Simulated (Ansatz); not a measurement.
# Effect of isotropic strain +0.60 % on MoS2

Take MoS$_{2}$ (space group P6_3/mmc, No. 194; a = 3.1493 Å, c = 12.0895 Å; layered, stacked along the Cartesian z axis) as the base.

Modification: the cell is scaled by 1.0060 in all directions, atoms relaxed at fixed cell.

Calculations: Ansatz (a first-principles code) PBE-D3(BJ), without spin-orbit coupling. k-mesh 12×12×3 (Γ-centred); smearing 0.05 eV (Fermi–Dirac).

Volume per atom: 17.62 Å³ (base 17.31 Å³)
Space group: P6_3/mmc (No. 194) (base P6_3/mmc (No. 194))
Energy relative to the base (free energy F): +1.3 meV/atom
Pressure (mean of the normal stresses, compression positive): -1.30 GPa (base 0.00 GPa)
Band gap: 0.80 eV (base 0.77 eV)
Smallest direct gap: 1.64 eV (base 1.70 eV)
Hole mass: 1.0 mₑ along c, 0.61 mₑ across (at Γ) (base 1.0 mₑ along c, 0.61 mₑ across (at Γ))
Valence-band top at Γ (three highest levels, from the VBM): 0.00, -1.13, -1.21 eV (base 0.00, -1.11, -1.29 eV)
Largest internal atomic displacement: 0.015 Å

Final structure:

```xyz
6
Lattice="3.1682 0.0000 0.0000 -1.5841 2.7438 0.0000 0.0000 0.0000 12.1620" Properties=species:S:1:pos:R:3 pbc="T T T"
Mo     1.5841     0.9146     9.1215
Mo     0.0000     1.8292     3.0405
S      1.5841     0.9146     4.6011
S      0.0000     1.8292    10.6821
S      0.0000     1.8292     7.5609
S      1.5841     0.9146     1.4799
```

Effective masses come from finite differences of ±0.01 Å⁻¹. Gaps are Kohn–Sham eigenvalue differences; semilocal functionals usually give less than the measured gap. Whether these cells are dynamically stable was not tested.
